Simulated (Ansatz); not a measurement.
Start from HfO$_{2}$ (space group P4_2/nmc, No. 137).

```cif
data_Hf2O4
_chemical_formula_sum 'Hf2 O4'
_space_group_name_H-M_alt 'P 1'
_space_group_IT_number 1
_cell_length_a 3.57678
_cell_length_b 3.57678
_cell_length_c 5.20264
_cell_angle_alpha 90.000
_cell_angle_beta 90.000
_cell_angle_gamma 90.000
loop_
_space_group_symop_operation_xyz
  'x, y, z'
loop_
_atom_site_label
_atom_site_type_symbol
_atom_site_fract_x
_atom_site_fract_y
_atom_site_fract_z
_atom_site_occupancy
Hf1 Hf 0.00000 0.00000 0.00000 1
Hf2 Hf 0.50000 0.50000 0.50000 1
O1 O 0.00000 0.50000 0.19616 1
O2 O 0.00000 0.50000 0.69616 1
O3 O 0.50000 0.00000 0.30384 1
O4 O 0.50000 0.00000 0.80384 1
```

Calculations: Kohn–Sham DFT with the r2SCAN functional, run in Ansatz (a first-principles code) with PAW and 500 eV plane waves, without spin-orbit coupling.

Before the change:

* **c/a ratio**: 1.455
* **Band gap**: 5.27 eV
* **Volume per atom**: 11.09 Å³
* **Gap character**: indirect, Z → Γ

Modification: a hydrostatic pressure of 7.5 GPa.

Predict the new c/a ratio, band gap, volume per atom and gap character.

The c/a ratio decreases by 0.012 (1.455 → 1.443); the band gap falls by 0.06 eV, from 5.27 eV to 5.21 eV; the volume per atom drops by 0.38 Å³ (11.09 Å³ → 10.71 Å³); the gap character changes from indirect, Z → Γ to indirect, A → Γ.

With Hf present, leaving out spin-orbit coupling can change the band edges. Load acts through the strain it causes; cell and atoms are relaxed under it. Stability against distortions was not tested. Competing high-pressure phases were not computed. This is not the structure that HfO2 has at room temperature and ambient pressure.
